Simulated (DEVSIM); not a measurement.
Device: illuminated Si n-on-p cell, one wavelength, at 350 K.

Layer 1 from the left is Si, thickness (μm) 0.770, Nd (cm⁻³) 2.2e18, τn (s) 4.6e-7, τp (s) 1.4e-6, absorption coefficient (cm⁻¹) 17000. Layer 2 from the left is Si, thickness (μm) 92.0, Na (cm⁻³) 5.7e15, τn (s) 3.8e-6, τp (s) 3.8e-6, absorption coefficient (cm⁻¹) 17000.

Left contact: ohmic, minority hole recombination velocity 200 cm/s. Right contact: ohmic, minority electron recombination velocity 2000 cm/s. Voltage is applied to the left contact. Recombination: SRH at mid-gap, radiative, Auger. Gap narrowing is on: ΔEg = 6.92 meV × (l + √(l² + 0.5)), l = ln(N/1.3e17 cm⁻³), shared equally by both band edges. Light enters at the left, 1.2e18 photons cm⁻² s⁻¹, one pass, no reflection. Mobility is μmin + (μ − μmin)/(1 + (N/Nref)^α).

This is a model device: material constants are rounded textbook-type values typed into the input, and sizes, dopings and lifetimes were drawn at random. Values at 300 K; Nc and Nv go as T^1.5, mobilities as T to minus their exponent, the gap by Varshni's rule with the affinity fixed.

Si: gap (eV) 1.124, affinity (eV) 4.05, permittivity 11.7, Nc (cm⁻³) 2.86e19, Nv (cm⁻³) 3.1e19, μn (cm²/Vs) 1417, μp (cm²/Vs) 470, μn,min 52, μp,min 45, Nref,n 9.7e16, Nref,p 2.2e17, αn 0.68, αp 0.72, T exponent of μn 2.3, T exponent of μp 2.2, B (cm³/s) 4.7e-15, Cn (cm⁶/s) 2.8e-31, Cp (cm⁶/s) 9.9e-32, Varshni α (eV/K) 0.000473, Varshni β (K) 636.

Model (solved in DEVSIM): 1D drift-diffusion, Boltzmann statistics, complete ionisation; no tunnelling, impact ionisation, image-force lowering or self-heating.

Dark forward current:

```csv
|V| (V),|J| (A/cm²)
0.05,1.000e-7
0.10,4.578e-7
0.15,1.976e-6
0.20,9.092e-6
0.25,4.434e-5
0.30,0.0002240
0.35,0.001153
0.40,0.005973
0.45,0.03068
0.50,0.1491
0.55,0.6206
0.60,2.146
0.65,6.634
0.70,18.90
0.75,49.66
0.80,120.6
0.85,268.1
0.90,533.3
0.95,933.9
1.00,1461
1.05,2096
```

Question: Work out the local ideality factor n = ΔV / (kT/q · ln(J2/J1)) between the rows 0.15 and 0.20 V, 0.35 and 0.40 V, 1.00 and 1.05 V.

Answer: kT/q = 30.16 mV. From 0.15 to 0.20 V: ln(9.092e-6/1.976e-6) = 1.526, n = 1.09, near the 1 of diffusion or emission over a barrier. From 0.35 to 0.40 V: ln(0.005973/0.001153) = 1.645, n = 1.01, near the 1 of diffusion or emission over a barrier. From 1.00 to 1.05 V: ln(2096/1461) = 0.361, n = 4.59.

Question: What current could the absorbed light give at most, and what share is collected?

Answer: Σ αd = 158, so qΦ(1 − exp(−Σ αd)) = 192 mA/cm². The simulated short-circuit current is 191.3 mA/cm², a share of 1.00.

Question: Estimate the open-circuit voltage by superposition: the voltage at which the dark current equals that short-circuit current.

Answer: Interpolating ln J in the table gives 0.509 V. The simulation gives 0.505 V; the estimate lies 4 mV above. Superposition holds where collection doesn't change with voltage.

Question: Estimate the fill factor from FF0 = (v − ln(v + 0.72))/(v + 1), v = qVoc/(nkT), with n from the dark curve.

Answer: The rows about Voc, 0.50 and 0.55 V, give n = 1.16, so v = 14.4 and FF0 = 0.759. The simulation gives 0.775; the estimate lies 2.1 % below.
